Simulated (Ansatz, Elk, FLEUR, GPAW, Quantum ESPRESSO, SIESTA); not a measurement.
**Code comparison for FeNi3 (Pm-3m, 4 atoms in the cell)**

Self-consistent single point.

```xyz
4
Lattice="3.5898 0.0000 0.0000 0.0000 3.5898 0.0000 0.0000 0.0000 3.5898" Properties=species:S:1:pos:R:3 pbc="T T T"
Fe     0.0000     0.0000     0.0000
Ni     0.0000     1.7949     1.7949
Ni     1.7949     0.0000     1.7949
Ni     1.7949     1.7949     0.0000
```
Moments meant for the start (each program seeds them in its own way; μB, in the order of the atoms Fe Ni Ni Ni): 4.0 2.0 2.0 2.0.

All programs got the same cell, k-point mesh and kind of occupations, and the same starting moments (in Ansatz's words: kpoints.mp_grid.grid = 9 9 9; magnetization.spin_polarized = true; scf.occupations.method = fermi_dirac; scf.occupations.width = 0.1 eV); potentials, basis and cutoffs are each program's usual ones.

```
code                                                                                                                                model  pressure (GPa)  size of the net moment (μB/atom)  k-points           cutoff
----------------  -----------------------------------------------------------------------------------------------------------------------  --------------  --------------------------------  --------  ---------------
GPAW                                                                                         PBE, GPAW PAW datasets PBE (gpaw-data 1.0.1)           -5.38                              1.22        35           850 eV
Ansatz                                                                                                                     PBE, PAW files           -6.72                              1.22        35          default
FLEUR                                                                        PBE, all-electron FLAPW (FLEUR), scalar-relativistic valence               –                              1.20        35  Kmax 3.5 1/bohr
Elk                                                          PBE, all-electron FP-LAPW, Elk's shipped species files, default APW+lo basis               –                              1.22        35          default
Quantum ESPRESSO                                                                          PBE, PSlibrary ultrasoft (PBE) pseudopotentials           -6.51                              1.21        35            55 Ry
SIESTA            GGA PBE, numerical atomic orbitals DZP, PseudoDojo PBE standard norm-conserving potentials (rewritten from UPF to PSML)          -11.54                              1.23       365      grid 300 Ry
```

A dash marks a value that a program does not give, or that is left out as unsure.

The spread over the programs that give each value: pressure within 6.16 GPa; size of the net moment within 0.03 μB/atom.

The starting cell comes from a database of computed structures (which also holds hypothetical and non-ambient phases and stackings), without a prior relaxation at this level. Its lattice was rescaled by a random factor within 2.5 % of one. On Ansatz's run: The magnetic order is the one reached from the typed start; others were not searched systematically. In the base run, with a pressure of about -7 GPa the cell is away from its equilibrium volume at this level.

Q: Why do the programs differ, and what cannot be compared?

A: Differences of this kind can come from the potentials, where these differ, and from what each basis and cutoff leave unconverged. The valence holds different numbers of electrons (GPAW 56, Ansatz (a first-principles code) 70, FLEUR 64, Quantum ESPRESSO 38, SIESTA 70). The zero of total energies and Fermi levels follows the potentials and each program's conventions, so they are not compared here. SIESTA uses small atom-centred bases, whose incompleteness enters pressures, forces and empty levels differently from a plane-wave cutoff. FLEUR and Elk treat all electrons, but the usual bases taken here (sphere radii, linearisation, local orbitals, empty states) were not tested for convergence, so the values are no reference for the others. Ansatz's pressure is given at a fixed set of plane waves, as the other plane-wave codes print theirs; with its correction for the finite basis it is -6.60 GPa. Site moments depend on each program's spheres or projections; the total moment of the cell does not. The programs reduce the same mesh by symmetry to different extents, which changes the work and not the result. In the pressure, GPAW (by 1.13) and SIESTA (by 5.03) lie more than 1 GPa from the median of the plane-wave programs.

Left out of this page: ABINIT (with a known weakness of the program).

Keys are those of Ansatz 0.2.
